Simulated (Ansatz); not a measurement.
## CsGeBr3 (within 0.1 Å of R3m, No. 160, 5 atoms in the cell; start mp-642739)

Level of theory: r²SCAN+SOC (Ansatz, a quantum-chemistry and plane-wave program, PAW).

Settings: plane-wave cutoff 560 eV, 6×6×6 k mesh, Fermi–Dirac smearing 0.01 eV, PAW data made under PBE.

Cell (relaxed with PBEsol):

```yaml
crystal:
  lattice:
    - [3.92499, -3.88448, 0.05726]
    - [3.92499, 3.88448, 0.05726]
    - [-0.16585, 0.00000, 5.51942]
  atoms:
    - { symbol: Cs, position: [0.89694, 0.89694, 0.60158] }
    - { symbol: Ge, position: [0.37902, 0.37902, 0.11957] }
    - { symbol: Br, position: [0.39969, 0.39969, 0.58801] }
    - { symbol: Br, position: [0.39953, 0.91061, 0.09896] }
    - { symbol: Br, position: [0.91061, 0.39953, 0.09896] }
```

| Item | Value |
|---|---|
| band gap | 0.81 eV (direct) |
| Γ–Γ gap | 5.97 eV |

Note: cell and atoms aren't relaxed at this level (largest force component 0.13 eV/Å, pressure 1.0 GPa).

The computed numbers hold no vibrational or temperature effects.

A start named mp-… is a Materials Project structure, which need not be a measured phase.
